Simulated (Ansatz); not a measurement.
## Input and output of a self-consistent single point for Bi2PdPt (P-3m1, 4 atoms in the cell) (Ansatz)

Method of the run: LDA (PW92), default PAW files made with PBE (plane waves; Ansatz, an electronic-structure program).

Input:

Ansatz 0.2 input:
```yaml
# Bi2PdPt
crystal:
  lattice:
    - [4.328990, 0.000000, 0.000000]
    - [-2.164495, 3.749015, 0.000000]
    - [0.000000, 0.000000, 5.625910]
  atoms:
    - { symbol: Bi, position: [0.333333, 0.666667, 0.244880] }
    - { symbol: Bi, position: [0.666667, 0.333333, 0.755120] }
    - { symbol: Pd, position: [0.000000, 0.000000, 0.500000] }
    - { symbol: Pt, position: [0.000000, 0.000000, 0.000000] }
basis:
  ecutwfc: 30.9 Ry
kpoints:
  mp_grid: { grid: [7, 7, 5] }
hamiltonian:
  xc: lda
  pseudopotentials: { kind: paw }
scf:
  occupations: { method: gaussian, width: 0.0147 Ry }
output:
  forces: true
  eigenvalues: true
  stress: true
```

The program printed (abridged):

```
WARN the atoms were moved onto the symmetric positions of the space group found under crystal.symmetry.tolerance 1.0e-5 (fractional …
WARN ansatz: RAYON_NUM_THREADS=1 ignored (pool sized by the plan → 1); use --threads N
Pseudopotentials: kind: paw
Pseudopotential: Bi, paw, valence charge 15
Pseudopotential: Pd, paw, valence charge 18
Pseudopotential: Pt, paw, valence charge 18
Crystal: 4 atoms, lattice volume = 91.305 Å³
Basis set: ecut = 420.4159175005146 eV, 1801 PW (Γ)
Bands: 40, of which v1, the nominal top of the filled ones, is band 33 counted from 1 (32 counted from 0)
Symmetry: 12 space group operations
Space group: P-3m1 (ITA 164), of the structure as read, at distance tolerance 4.5e-5 Å
k-points: 32 of 245
PAW frozen core: Bi, regenerated for the run's functional, and the local potential with it
PAW frozen core: Pd, regenerated for the run's functional, and the local potential with it
PAW frozen core: Pt, regenerated for the run's functional, and the local potential with it
Initial density: superposition of atomic densities (neutral atoms: chi_scale 0, normalization atom), corrected by the library's trained network
Initial wavefunctions: pseudopotential atomic-orbital guess
Eigensolver: davidson
Functional: x = slater, c = lda
SCF iter   1: F=—  HF=-43262.471163 eV  |F-HF|=—  |Δ(HF+E_count)|=         —  Δρ=8.27e-3  dr2=6.08e-2  ethr=1.77e-3  ⟨swp⟩=6.2  Hψ=4991  notcnv=0
all-band conjugate gradients solve this SCF's bands
preconditioner: auto → LDOS
SCF iter   2: F=—  HF=-43262.466838 eV  |F-HF|=—  |Δ(HF+E_count)|=   4.32e-3  Δρ=5.09e-3  dr2=2.07e-2  ethr=9.21e-5  ⟨swp⟩=2.0  Hψ=2427  notcnv=0
SCF iter   3: F=—  HF=-43262.461165 eV  |F-HF|=—  |Δ(HF+E_count)|=   5.67e-3  Δρ=9.69e-4  dr2=8.05e-4  ethr=3.13e-5  ⟨swp⟩=2.0  Hψ=2168  notcnv=0
SCF iter   4: F=—  HF=-43262.461007 eV  |F-HF|=—  |Δ(HF+E_count)|=   1.58e-4  Δρ=1.32e-4  dr2=1.97e-5  ethr=1.22e-6  ⟨swp⟩=2.8  Hψ=2222  notcnv=0
SCF iter   5: F=—  HF=-43262.460992 eV  |F-HF|=—  |Δ(HF+E_count)|=   1.58e-5  Δρ=3.69e-5  dr2=1.07e-6  ethr=2.98e-8  ⟨swp⟩=2.0  Hψ=2008  notcnv=0
SCF iter   6: F=-43262.460991 eV  HF=-43262.460991 eV  |F-HF|=6.25e-9  |Δ(HF+E_count)|=   1.92e-7  Δρ=6.68e-6  dr2=2.21e-8  ethr=1.52e-10  ⟨swp⟩=9.5  Hψ=6432  notcnv=0
SCF 1 converged in 6 iterations: F = -43262.460991 eV  dr2 = 2.21e-8
SCF converged after 6 iterations
Free energy (F): -43262.460991 eV
Harris-Foulkes:  -43262.460991 eV  (|F-HF|=6.25e-9)
Internal energy: -43262.419761 eV  (E = F + TS)
E sigma→0 (E₀):  -43262.440376 eV
Entropy (-TS):   -0.041230 eV (-10.308 meV/atom)
Fermi energy:    14.673415 eV
--- Per-component energies (eV) ---
  E_band       = -592.752314
  E_kinetic    = 1762.817216
  E_local      = -7272.378254  (includes V_loc(G=0)·N_el)
  E_nonlocal   = 1560.475058
  E_hartree    = 2685.623704
  E_xc         = -729.308890
  E_vxc        = -803.873741  (∫ρ·V_xc dr)
  E_paw        = -33510.118379  (= ΣΔE_a)
  E_vpaw       = -1211.039080  (= ΣTr[D̂ρ^β])
  E_aug_tail   = -0.000685  (compensation charges beyond the density's cutoff)
  E_ewald      = -7760.664365
  E_core_change = 1.134834  (= ΣΔE_core)
  E_smearing   = -0.041230  (= −TS)
  E_closure    = -0.000000  (closes the sum)
  Σ components = -43262.460991   (vs F -43262.460991, Δ=0.00e0)
--- Forces (eV/Å), atoms counted from 1 ---
  atom   1  Bi     0.00000000    -0.00000000     0.03181270
  atom   2  Bi    -0.00000000     0.00000000    -0.03181270
  atom   3  Pd     0.00000000    -0.00000000     0.00000000
  atom   4  Pt     0.00000000     0.00000000     0.00000000
  max |Σ_I F_I| component: 5.26e-31 eV/Å
--- Stress (GPa, compression-positive) ---
       -4.598514      -0.000000       0.000000
       -0.000000      -4.598514       0.000000
        0.000000      -0.000000      -5.616434
  P = ⅓ Tr σ = -4.9378 GPa (-49.378 kbar)
  The stress holds the Pulay correction. Without it, at fixed plane waves, as pw.x and ABINIT print it: P = -4.9724 GPa
--- Band table (eV; the first three rows and the last of 32) ---
  k-point 0: bands = ["-83.6557", "-69.5774", "-37.8294", "-37.7906", "-37.7906", "-35.4063", "-35.3818", "-35.3818", "-8.1192", "-8.1192", "-8.0803", "-8.0803", "-8.0755", "-8.0727", "-8.0727", "-8.0566", "-8.0381", "-8.0381", "1.7137", "4.4517", [...]
  k-point 1: bands = ["-83.6557", "-69.5775", "-37.8282", "-37.7906", "-37.7906", "-35.4079", "-35.3819", "-35.3819", "-8.1154", "-8.1154", "-8.0839", "-8.0839", "-8.0736", "-8.0700", "-8.0700", "-8.0581", "-8.0412", "-8.0412", "1.8807", "4.0199", [...]
  k-point 2: bands = ["-83.6557", "-69.5775", "-37.8263", "-37.7906", "-37.7906", "-35.4105", "-35.3819", "-35.3819", "-8.1055", "-8.1055", "-8.0932", "-8.0932", "-8.0691", "-8.0639", "-8.0639", "-8.0617", "-8.0482", "-8.0482", "2.3438", "3.2144", [...]
  k-point 31: bands = ["-83.6557", "-69.5774", "-37.8261", "-37.7915", "-37.7912", "-35.4104", "-35.3827", "-35.3824", "-8.1041", "-8.0978", "-8.0959", "-8.0746", "-8.0726", "-8.0662", "-8.0630", "-8.0551", "-8.0397", "-8.0383", "3.5219", "3.6254", [...]
```

The run converged in 6 iterations.

The starting cell comes from a database of computed structures (which also holds hypothetical and non-ambient phases and stackings), without a prior relaxation at this level. Spin-orbit coupling is off. Spin polarisation is off. With a pressure of about -5 GPa the cell is away from its equilibrium volume at this level. Ansatz's pressure includes its estimate of the finite-basis (Pulay) stress.
